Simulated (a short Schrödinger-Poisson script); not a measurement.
Structure: symmetric double-gate stack, Al2O3 on p-type GaN, at 77 K.

```tsv
layer	material	thickness (nm)	Na (cm⁻³)
1	Al2O3	2.7	-
2	GaN	6	7e16
3	Al2O3	2.7	-
```

The device is made up for the run: typed textbook-type constants, with dimensions and the other settings drawn at random. Al2O3: permittivity 9, conduction-band edge (eV) 2.75, gap (eV) 6.8, electron mass (mₑ) 0.3. GaN: permittivity 9.5, conduction-band edge (eV) 0, gap (eV) 3.43, Nv at 300 K (cm⁻³) 4.6e19.

Channel valleys (confinement mass, in-plane density-of-states mass, number): Γ 0.2, 0.2, 1. At the gates, both at one voltage, the conduction-band edge of layer 1 lies 3.41 eV − eVg above the Fermi level of the channel. Gaps are held at their typed values at every temperature. Mesh 0.03 nm at interfaces.

From a short Schrödinger-Poisson script (our own, NumPy): 1D Poisson equation in equilibrium, electrons quantum, Hartree (BenDaniel-Duke, 12 states a valley, the channel's in-plane mass for all, wave functions free to enter the dielectric), parabolic valleys, classical holes, full ionisation, no traps, pinning or gate leakage.

The same stack at other levels of the model or other numerical settings:

```csv
run,sheet density of all electrons at Vg = 1.35 V (cm⁻²),sheet density of all electrons at Vg = 0.75 V (cm⁻²),capacitance of both gates at Vg = 1.35 V (μF/cm²),rough cost against the base
base,1.30e13,8.68e11,3.75,about 1
"electrons treated as classical, Boltzmann",2.31e13,2.23e12,5.74,0.05
"electrons treated as classical, Fermi-Dirac",1.53e13,1.55e12,3.91,0.1
"electrons treated as quantum, Hartree plus LDA exchange-correlation",1.41e13,1.30e12,3.87,2
mesh six times as coarse,1.30e13,8.57e11,3.74,0.3
one subband a valley,1.22e13,8.68e11,3.13,0.4
```

The classical rows ignore confinement, and Boltzmann statistics overrate the density once the band edge passes the Fermi level.

In real p-type GaN the Mg acceptor is only partly ionised, and so wide a gap doesn't supply an inversion layer without source and drain.
